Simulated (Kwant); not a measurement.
## GaAs/Al0.3Ga0.7As stack with 1 barrier

Device: GaAs/Al0.3Ga0.7As stack with 1 barrier. One parabolic valley. Leads of mass 0.067 mₑ with the band edge at 0; grid 0.1 nm; bias swept from 0.0096 to 0.44756 V, dropping linearly over the stack. Emitter Fermi level 0.039 eV, 300 K, equal in the collector.

```tsv
layer	thickness (nm)	band offset (eV)	mass (mₑ)
1	3.5	0.24	0.092
```

Constants are typed, rounded textbook-type inputs, not results; the design itself was drawn at random and stands for no fabricated device.

Computed with Kwant: one-band effective-mass tight-binding model in one dimension, coherent, no space charge, current by the Tsu-Esaki formula.

```csv
bias (V),J (A/cm²)
0.009600,10300
0.02582,26500
0.04204,40400
0.05826,52300
0.07448,62600
0.09070,72000
0.1069,80700
0.1231,89300
0.1394,98000
0.1556,107000
0.1718,116000
0.1880,126000
0.2042,136000
0.2205,147000
0.2367,159000
0.2529,171000
0.2691,184000
0.2853,198000
0.3016,213000
0.3178,229000
0.3340,246000
0.3502,264000
0.3665,283000
0.3827,304000
0.3989,325000
0.4151,348000
0.4313,372000
0.4476,398000
```
